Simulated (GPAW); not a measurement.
Input and output of a self-consistent single point for HfC (Fm-3m, 2 atoms in the cell) (GPAW).

Method: PBE, GPAW PAW datasets PBE (gpaw-data 1.0.1) (plane waves; GPAW).

The change in words: lattice scaled by 0.98. Reference geometry:
```yaml
crystal:
  lattice:
    - [0.00000, 2.30602, 2.30602]
    - [2.30602, 0.00000, 2.30602]
    - [2.30602, 2.30602, 0.00000]
  atoms:
    - { symbol: Hf, position: [0.00000, 0.00000, 0.00000] }
    - { symbol: C, position: [0.50000, 0.50000, 0.50000] }
```

Reference input (self-consistent single point, DFT PBE, plane waves, GPAW PAW datasets PBE (gpaw-data 1.0.1)): mode = pw; ecut = 900 eV; xc = PBE; kpts = 10 10 10; mesh shift (steps) = 0 0 0; occupations.name = fermi-dirac; occupations.width = 0.05 eV; nbands = -6; convergence.forces = 0.001 eV/Å; symmetry.symmorphic = false; symmetry.tolerance = 0.0005; maxiter = 100. This run's input differs from it in these lines:

```diff
@@ -5,7 +5,7 @@
 atoms = Atoms(['Hf', 'C'],
-              cell=[[0.000000, 2.306018, 2.306018],
-                    [2.306018, 0.000000, 2.306018],
-                    [2.306018, 2.306018, 0.000000]],
+              cell=[[0.000000, 2.259898, 2.259898],
+                    [2.259898, 0.000000, 2.259898],
+                    [2.259898, 2.259898, 0.000000]],
               positions=[[0.000000, 0.000000, 0.000000],
-                         [2.306018, 2.306018, 2.306018]],
+                         [2.259898, 2.259898, 2.259898]],
               pbc=True)
```

Output, abridged:

```
     iter     time        total  log10-change:
                         energy   eigst   dens  force
iter:   1 --:--:--   -20.285911
iter:   2 --:--:--   -19.722449   -1.62  -0.86
iter:   3 --:--:--   -18.381862   -0.95  -0.92
iter:   4 --:--:--   -18.393311   -2.51  -1.45
iter:   5 --:--:--   -18.423359   -2.33  -1.55
iter:   6 --:--:--   -18.422657   -3.70  -2.49
iter:   7 --:--:--   -18.428500c  -3.16  -2.74
iter:   8 --:--:--   -18.421744c  -3.01  -2.22
iter:   9 --:--:--   -18.421714c  -4.41  -3.22
iter:  10 --:--:--   -18.421727c  -5.69  -3.63
iter:  11 --:--:--   -18.421712c  -6.11  -3.62
iter:  12 --:--:--   -18.421711c  -6.80  -4.10c
iter:  13 --:--:--   -18.421711c  -7.74c -4.38c
iter:  14 --:--:--   -18.421711c  -8.72c -4.53c -29.64c
Converged after 14 iterations.

Dipole moment: (-0.000000, -0.000000, -0.000000) |e|*Ang

Energy contributions relative to reference atoms: (reference = -410913.743391)

Kinetic:        +36.586585
Potential:      -34.569659
External:        +0.000000
XC:             -20.060524
Entropy (-ST):   -0.002466
Local:           -0.376879
SIC:             +0.000000
--------------------------
Free energy:    -18.422944
Extrapolated:   -18.421711

Showing only first 2 kpts
 Kpt  Band  Eigenvalues  Occupancy
  0     6     13.18267    0.00000
  0     7     13.18267    0.00000
  0     8     13.50959    0.00000
  0     9     13.50959    0.00000

  1     6     12.24756    0.17489
  1     7     12.24756    0.17489
  1     8     12.99953    0.00000
  1     9     14.98354    0.00000

Fermi level: 12.13030

No gap
No difference between direct/indirect transitions
Energy (eV): -18.421711

Forces in eV/Ang:
  0 Hf   -0.00000    0.00000    0.00000
  1 C     0.00000    0.00000   -0.00000

Stress tensor:
    -0.162684     0.000000     0.000000
     0.000000    -0.162684    -0.000000
     0.000000    -0.000000    -0.162684
Stress (GPa, Voigt): [-26.0649 -26.0649 -26.0649  -0.       0.       0.    ]
```

The run converged in 14 iterations. GPAW prints stress with tension positive. Against the reference run the free energy goes up by 74.7 meV/atom.

At such cutoffs GPAW's stress carries a finite-basis (Pulay) error, which enters relaxed cells too; its log prints stress with tension positive.

The starting cell comes from a database of computed structures (which also holds hypothetical and non-ambient phases and stackings), without a prior relaxation at this level. Its lattice was rescaled by a random factor within 2.5 % of one. For this run, on top of that: lattice scaled by 0.98.

Cost on one core of a shared machine: roughly 50 s.
